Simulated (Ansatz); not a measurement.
The parent structure is SrZrO3 in the cubic perovskite structure (space group Pm-3m, No. 221; a = 4.130 Å).

It is then changed as follows: a hydrostatic pressure of 3 GPa.

Levels (all Ansatz, a program for electronic structure, PAW): PBEsol (420 eV, without spin-orbit coupling); PBEsol+SOC (420 eV, noncollinear with spin-orbit coupling).

The geometry is relaxed with PBEsol.

| Item | Result |
|---|---|
| PBEsol lowest conduction level above the VBM at special points | Γ 3.34 eV; X 3.81 eV; M 6.05 eV; R 6.18 eV |
| PBEsol smallest direct gap | 3.58 eV |

With PBEsol+SOC at the same geometry, the electron mass (degenerate bands, along [100]) comes out as 0.34, 0.80 mₑ (at Γ); the lowest conduction level above the VBM at special points changes from Γ 3.34 eV; X 3.81 eV; M 6.05 eV; R 6.18 eV to Γ 3.31 eV; X 3.80 eV; M 6.02 eV; R 6.17 eV; the smallest direct gap decreases by 0.07 eV (3.58 eV → 3.51 eV); the hole mass (degenerate bands, along [100]) is 0.84, 2.2 mₑ (at R).

Single points use the geometry relaxed with PBEsol. Differences between runs with and without spin-orbit coupling are approximate. Load acts through the strain it causes; cell and atoms are relaxed under it. Effective masses come from finite differences of ±0.01 Å⁻¹. No phonon test of stability was made. Many cubic perovskites are stable only at high temperature; tilts and polar distortions were not tested.
